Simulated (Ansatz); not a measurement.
Base system: HfO$_{2}$ in the fluorite structure (space group Fm-3m, No. 225).

```yaml
crystal:
  lattice:
    - [0.00000, 2.52188, 2.52188]
    - [2.52188, 0.00000, 2.52188]
    - [2.52188, 2.52188, 0.00000]
  atoms:
    - { symbol: Hf, position: [0.00000, 0.00000, 0.00000] }
    - { symbol: O, position: [0.25000, 0.25000, 0.25000] }
    - { symbol: O, position: [0.75000, 0.75000, 0.75000] }
```

Cartesian axes are those of the cell as printed.

Level of theory: PBEsol in Ansatz (plane waves to 420 eV, PAW, without spin-orbit coupling).

The change: the cell is scaled by 0.9850 in all directions; the atoms relax in the strained cell.

Problem. Predict the stress tensor and what it implies for the stiffness.

Solution. Stress of the strained cell less that of the base (GPa, compression positive):
```
  13.19    0.00    0.00
   0.00   13.19    0.00
   0.00    0.00   13.19
```

Then B = −ΔP/(ΔV/V₀) with ΔV/V₀ = -0.0443 gives secant stiffness values (nonlinear terms included at this strain): B ≈ 298 GPa.

As a check, the harmonic strain energy −½ V₀ Δσ:ε is 20 meV/atom; the computed energy rise is 19 meV/atom.

Stability against distortions was not tested. This is not the structure that HfO2 has at room temperature and ambient pressure.

Ansatz is a program for electronic structure.
